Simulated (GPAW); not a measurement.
Band structure of Mg2ZnO3 (P-3m1, 6 atoms in the cell).

```yaml
crystal:
  lattice:
    - [3.02602, 0.00000, 0.00000]
    - [-1.51301, 2.62061, 0.00000]
    - [0.00000, 0.00000, 7.38629]
  atoms:
    - { symbol: Mg, position: [0.33333, 0.66667, 0.66580] }
    - { symbol: Mg, position: [0.66667, 0.33333, 0.33420] }
    - { symbol: Zn, position: [0.00000, 0.00000, 0.00000] }
    - { symbol: O, position: [0.33333, 0.66667, 0.17262] }
    - { symbol: O, position: [0.66667, 0.33333, 0.82738] }
    - { symbol: O, position: [0.00000, 0.00000, 0.50000] }
```

Method: PBEsol, GPAW PAW datasets PBEsol (made by gpaw-setup) (plane waves; GPAW).

Settings: mode = pw; ecut = 900 eV; xc = PBEsol; kpts = 10 10 4; mesh shift (steps) = 0 0 0; occupations.name = fermi-dirac; occupations.width = 0 eV; nbands = -6; convergence.density = 1e-05 e/electron; convergence.bands = -4; symmetry.symmorphic = false; symmetry.tolerance = 0.0005; maxiter = 100; bandpath_npoints = 40.

The starting cell comes from a database of computed structures (which also holds hypothetical and non-ambient phases and stackings), without a prior relaxation at this level. Its lattice was rescaled by a random factor within 2.5 % of one.

Q: Predict the gap along the standard path and the places of the band edges.

A: The gap along the path is 2.86 eV, from A to Γ; the smallest direct gap on it is 2.95 eV.

Levels in eV from the top of the valence band on the SCF mesh, bands 22 to 29:
| point | 22 | 23 | 24 | 25 | 26 | 27 | 28 | 29 |
|---|---|---|---|---|---|---|---|---|
| Γ | -0.45 | -0.45 | -0.09 | -0.09 | 2.86 | 6.24 | 6.55 | 11.16 |
| M | -1.67 | -1.18 | -0.74 | -0.37 | 6.41 | 7.33 | 8.50 | 9.53 |
| K | -2.69 | -1.34 | -0.63 | -0.63 | 7.46 | 9.03 | 9.03 | 10.01 |
| A | -0.72 | -0.72 | 0.00 | 0.00 | 3.97 | 5.17 | 6.76 | 11.37 |
| L | -1.78 | -1.35 | -0.29 | -0.25 | 6.58 | 6.63 | 8.94 | 10.19 |
| H | -2.25 | -1.64 | -0.89 | -0.89 | 7.55 | 9.27 | 9.27 | 9.88 |
